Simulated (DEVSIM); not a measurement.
System: Si p+/n-/n+ power diode, at 350 K.

Layer 1 from the left is Si, thickness (μm) 0.910, Na (cm⁻³) 3.6e18, τn (s) 3.3e-6, τp (s) 3.3e-6. Layer 2 from the left is Si, thickness (μm) 15.0, Nd (cm⁻³) 2.1e14, τn (s) 3.3e-6, τp (s) 3.3e-6. Layer 3 from the left is Si, thickness (μm) 4.40, Nd (cm⁻³) 1.3e18, τn (s) 3.3e-6, τp (s) 3.3e-6.

Left contact: ohmic. Right contact: ohmic. Voltage is applied to the left contact. Recombination: SRH at mid-gap, Auger. Gap narrowing is on: ΔEg = 6.92 meV × (l + √(l² + 0.5)), l = ln(N/1.3e17 cm⁻³), shared equally by both band edges. Mobility is μmin + (μ − μmin)/(1 + (N/Nref)^α).

This is a model device: material constants are rounded textbook-type values typed into the input, and sizes, dopings and lifetimes were drawn at random. Values at 300 K; Nc and Nv go as T^1.5, mobilities as T to minus their exponent, the gap by Varshni's rule with the affinity fixed.

Si: gap (eV) 1.124, affinity (eV) 4.05, permittivity 11.7, Nc (cm⁻³) 2.86e19, Nv (cm⁻³) 3.1e19, μn (cm²/Vs) 1417, μp (cm²/Vs) 470, μn,min 52, μp,min 45, Nref,n 9.7e16, Nref,p 2.2e17, αn 0.68, αp 0.72, T exponent of μn 2.3, T exponent of μp 2.2, Cn (cm⁶/s) 2.8e-31, Cp (cm⁶/s) 9.9e-32, Varshni α (eV/K) 0.000473, Varshni β (K) 636.

DEVSIM, 1D drift-diffusion, Boltzmann statistics, complete ionisation; no tunnelling, impact ionisation, image-force lowering or self-heating.

Question: What does the simulation give for the potential step across the device at zero bias, the dark forward voltage at 1 A/cm²?

Answer: potential step across the device at zero bias 0.899 V; dark forward voltage at 1 A/cm² 0.601 V.
